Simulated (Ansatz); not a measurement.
A calculation on rock-salt TaC returned lattice constant a 4.414 Å, bulk modulus 359 GPa.

For reference: lattice constant a 4.456 Å (measured, 300 K, not corrected to a static lattice; as tabulated in Wikipedia's data pages); bulk modulus 305 ± 5 GPa (measured, room temperature, no zero-point or thermal correction, sources range from 305 to 345; as tabulated in Speziale et al., equation of state of TaC (DESY record 425561)).

Problem. Which level of theory produced these numbers?
A) PBEsol+SOC (Ansatz (a quantum-chemistry and plane-wave program))
B) PBE (Ansatz)
C) PBE+SOC (Ansatz)
D) LDA (Ansatz)

Solution. D, LDA (Ansatz)

The others give: PBE+SOC 4.474 Å, 324 GPa; PBEsol+SOC 4.438 Å, 344 GPa; PBE 4.475 Å, 324 GPa.

Unless a cell is named, each level is at its own relaxed cell (LDA 10.75, PBE 11.21, PBE+SOC 11.19, PBEsol+SOC 10.92 Å³/atom).

Ansatz's density-functional and Hartree–Fock values are scalar-relativistic unless marked +SOC, with PAW data made under PBE.
